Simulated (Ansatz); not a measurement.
## A computed series for hypothetical cubic perovskite TlSnCl3: response to strain

The parent structure is TlSnCl₃ in the cubic perovskite structure (space group Pm-3m, No. 221; a = 5.508 Å; a hypothetical phase, not in the database extracts checked). Axes: x, y, z lie along the cube axes.

Strains are applied to the cell and any free atomic positions relax; under biaxial strain the out-of-plane vector relaxes too; under stress the whole cell relaxes.

Calculations: r2SCAN (Ansatz, a quantum-chemistry and plane-wave program), scalar-relativistic without spin-orbit coupling.

Notes on the quantities. energy relative to the base: free energy F.

| case | pressure | band gap | shortest interatomic distance | energy relative to the base |
|---|---|---|---|---|
| base | 0.00 GPa | 0.69 eV | 2.754 Å | 0 meV/atom |
| biaxial strain −2.38 %, plane normal [111], relaxed out of plane | 0.26 GPa | 0.63 eV | 2.746 Å | +2.0 meV/atom |
| isotropic strain −2.66 % | 2.5 GPa | zero | 2.681 Å | +19 meV/atom |
| isotropic strain −2.65 % | 2.5 GPa | zero | 2.681 Å | +19 meV/atom |
| uniaxial strain ε_xx = +0.52 % | -0.13 GPa | 0.73 eV | 2.754 Å | +0.2 meV/atom |
| uniaxial strain ε_yy = −2.73 % | 0.82 GPa | 0.39 eV | 2.679 Å | +5.2 meV/atom |
| uniaxial strain ε_zz = −5.20 % | 1.75 GPa | 0.09 eV | 2.611 Å | +21 meV/atom |
| uniaxial stress, 3 GPa compression along z | – | 0.31 eV | 2.641 Å | +12 meV/atom |

The mesh was chosen for an insulator and is coarse for the gapless case. Spin-orbit coupling, missing from the scalar runs, can matter with Tl. Beyond what the load breaks, stability against distortions was not tested. All final runs are without spin polarisation. Many cubic perovskites are stable only at high temperature; tilts and polar distortions were not tested. A zero or small gap of TlSnCl3 under isotropic strain −2.66 %, TlSnCl3 under isotropic strain −2.65 % and TlSnCl3 under uniaxial strain ε_zz = −5.20 % can be the functional's error rather than a property of the material.
